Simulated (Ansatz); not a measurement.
The structure below was relaxed with PBEsol (Ansatz, a program for electronic structure, PAW, no spin-orbit coupling), earlier PAW set.

```
SrVO3
1.0
    3.81018     0.00000     0.00000
    0.00000     3.81018     0.00000
    0.00000     0.00000     3.81018
Sr V O
1 1 3
Direct
  0.00000   0.00000   0.00000
  0.50000   0.50000   0.50000
  0.00000   0.50000   0.50000
  0.50000   0.50000   0.00000
  0.50000   0.00000   0.50000
```

### Question
Find the space group and the Wyckoff positions.

### Answer
Space group Pm-3m (No. 221); a = 3.810 Å, b = 3.810 Å, c = 3.810 Å, α = 90.00°, β = 90.00°, γ = 90.00°

```
atom  site  symmetry       x       y       z
----  ----  --------  ------  ------  ------
Sr      1a      m-3m  0.0000  0.0000  0.0000
V       1b      m-3m  0.5000  0.5000  0.5000
O       3c    4/mm.m  0.0000  0.5000  0.5000
```

### Question
Describe the coordination.

### Answer
The crystal has 5 atoms in its conventional cell. Cell: a = b = c = 3.8102 Å, α = β = γ = 90.00°. Sr sees 12 O at 2.694 Å (cuboctahedral). V is surrounded by 6 O at 1.905 Å (octahedral). O is surrounded by 2 V at 1.905 Å and 4 Sr at 2.694 Å (octahedral). (Neighbours: up to the widest gap in distance over summed covalent radii, below 1.35, at either atom; cation-cation and far metal-metal contacts left out.)

Stability against distortions was not tested. Seeded moments were not kept for Ti → V. No Hubbard U is applied, and correlation can decide whether such a compound is a metal. The final runs are not spin-polarised. An odd electron count without spin: SrVO3. The cell was made from SrTiO3 by this change: Ti → V. Many cubic perovskites are stable only at high temperature; tilts and polar distortions were not tested.
